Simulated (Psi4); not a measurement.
Psi4 1.11, PBE0/def2-svp, scf_type pk: hexafluorobutadiene (FC(F)=C(F)C(F)=C(F)F), 10 atoms. The geometry is a generated start, not checked to be a minimum at this level.

```
Property                                         Result
-----------------------  ------------------------------
task                                             energy
method                                             pbe0
basis                                          def2-svp
memory                                             7 GB
e_convergence                                     1e-08
d_convergence                                     1e-07
guess                    auto, which took SAD (default)
diis_max_vecs                              10 (default)
scf_initial_accelerator                 adiis (default)
dft_radial_points                          75 (default)
dft_spherical_points                      302 (default)
basis functions                                     140
grid points                                      212755
```

```xyz
10

F      2.2508    -0.2724    -1.2088
C      1.8526    -0.1728     0.0390
F      2.8720    -0.2301     0.8722
C      0.5788    -0.0328     0.4350
F      0.3330     0.0553     1.7495
C     -0.5802     0.0353    -0.4385
F     -0.3299    -0.0452    -1.7530
C     -1.8540     0.1706    -0.0413
F     -2.2441     0.2605     1.2115
F     -2.8790     0.2316    -0.8656
```
Charge 0, spin multiplicity 1.

The reference run uses exact four-centre integrals (scf_type = pk). Single runs; times are not shown.

Settings tried, all else as in the reference:
- scf_type = direct, screening = csam (default), ints_tolerance = 1e-05
- scf_type = direct, screening = csam (default), ints_tolerance = 1e-09
- scf_type = direct, screening = density, ints_tolerance = 1e-07
- scf_type = direct, screening = csam (default), ints_tolerance = 1e-07
- scf_type = direct, screening = density, ints_tolerance = 1e-09

Question: Sort the settings: which keep to the reference within 1.0 meV/atom in energy, and which don't?

Answer: Within it: scf_type = direct, screening = density, ints_tolerance = 1e-09; scf_type = direct, screening = csam (default), ints_tolerance = 1e-09; scf_type = direct, screening = density, ints_tolerance = 1e-07; scf_type = direct, screening = csam (default), ints_tolerance = 1e-07. Outside: scf_type = direct, screening = csam (default), ints_tolerance = 1e-05.

| setting | energy against the reference |
|---|---|
| scf_type = direct, screening = density, ints_tolerance = 1e-09 | under 0.001 meV/atom |
| scf_type = direct, screening = csam (default), ints_tolerance = 1e-09 | under 0.001 meV/atom |
| scf_type = direct, screening = density, ints_tolerance = 1e-07 | under 0.001 meV/atom |
| scf_type = direct, screening = csam (default), ints_tolerance = 1e-07 | +0.0016 meV/atom |
| scf_type = direct, screening = csam (default), ints_tolerance = 1e-05 | −1.7 meV/atom |

Total energies are compared; such shifts often cancel in part in energy differences. Also tried and not ranked: scf_type = direct, screening = density, ints_tolerance = 1e-05 (ended without SCF convergence in 100 iterations). The tolerance is a choice made for this comparison.
